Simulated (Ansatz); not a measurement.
Take BAs in the zinc blende structure (space group F-43m, No. 216; a = 4.7679 Å) as the base.

Structures relaxed with DFT with PBEsol, PAW potentials and a 420 eV plane-wave cutoff in Ansatz (a program for electronic structure), scalar-relativistic without spin-orbit coupling.

Base:

Simulated powder pattern, Cu Kα1, λ = 1.54056 Å (kinematic, ideal powder, no thermal factors, no anomalous dispersion; the 10 strongest lines at most, above 2 %, up to 2θ = 90°):

```csv
2θ (°),I/Imax (%),hkl
32.50,100,(111)
37.70,40,(200)
54.38,40,(220)
64.80,40,(311)
68.06,9.5,(222)
80.51,6.3,(400)
89.53,17,(331)
```

Now apply this change: every lattice vector is shortened by 0.50 %, atoms relaxed at fixed cell.

Problem. Where do the lines fall after the change?

Solution. 
Simulated powder pattern, Cu Kα1, λ = 1.54056 Å (kinematic, ideal powder, no thermal factors, no anomalous dispersion; the 10 strongest lines at most, above 2 %, up to 2θ = 90°):

```tsv
2θ (°)	I/Imax (%)	hkl
32.67	100	(111)
37.90	40	(200)
54.68	40	(220)
65.16	40	(311)
68.45	9.5	(222)
81.00	6.2	(400)
```

The indices refer to the base's conventional cell; one index is shown for lines that coincide.

The cells carry an imposed strain or load. No phonon test of stability was made.
